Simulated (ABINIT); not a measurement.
Band structure of MgI2 (P-3m1, 3 atoms in the cell).

```
CELL_PARAMETERS angstrom
      2.08164    -3.60551     0.00000
      2.08164     3.60551     0.00000
      0.00000     0.00000     6.88195
ATOMIC_POSITIONS crystal
  Mg 0.00000 0.00000 0.00000
  I  0.33333 0.66667 0.24200
  I  0.66667 0.33333 0.75800
```

Method: PBE, PAW (JTH v2.0 PBE PAW) (plane waves; ABINIT).

Settings: pseudos = [Mg.GGA_PBE-JTH.xml, I.GGA_PBE-JTH.xml]; ecut = 20 Ha; pawecutdg = 40 Ha; pawxcdev = 0; occopt = 3; tsmear = 0.00036749 Ha; ngkpt = 5 5 3; nshiftk = 1; shiftk = 0 0 0; potentials = JTH v2.0 PBE PAW; kptopt = 1; nstep = 100; toldfe1 = 1e-09 Ha.

The starting cell has typed, rounded lattice constants, without a prior relaxation at this level. Its lattice was rescaled by a random factor within 2.5 % of one. Spin-orbit coupling is off.

Q: Predict the gap along the standard path and the places of the band edges.

A: The gap along the path is 3.54 eV, from Γ to L; the smallest direct gap on it is 3.68 eV. Another conduction valley lies within 0.1 eV, so the order of the valleys is not sure.

Levels in eV from the top of the valence band on the SCF mesh, bands 9 to 16:
```json
[
 {"point": "Γ", "9": "-0.47", "10": "-0.09", "11": "-0.09", "12": "0.00", "13": "3.68", "14": "4.76", "15": "6.75", "16": "6.75"},
 {"point": "M", "9": "-1.85", "10": "-1.38", "11": "-0.91", "12": "-0.46", "13": "3.63", "14": "5.33", "15": "5.53", "16": "6.98"},
 {"point": "K", "9": "-2.37", "10": "-1.89", "11": "-1.22", "12": "-1.22", "13": "3.91", "14": "7.41", "15": "7.41", "16": "7.59"},
 {"point": "A", "9": "-0.37", "10": "-0.37", "11": "-0.19", "12": "-0.19", "13": "4.63", "14": "4.86", "15": "6.55", "16": "6.55"},
 {"point": "L", "9": "-1.22", "10": "-1.13", "11": "-0.80", "12": "-0.70", "13": "3.54", "14": "5.21", "15": "5.72", "16": "6.09"},
 {"point": "H", "9": "-2.75", "10": "-2.20", "11": "-0.55", "12": "-0.55", "13": "4.82", "14": "5.79", "15": "5.79", "16": "7.42"}
]
```
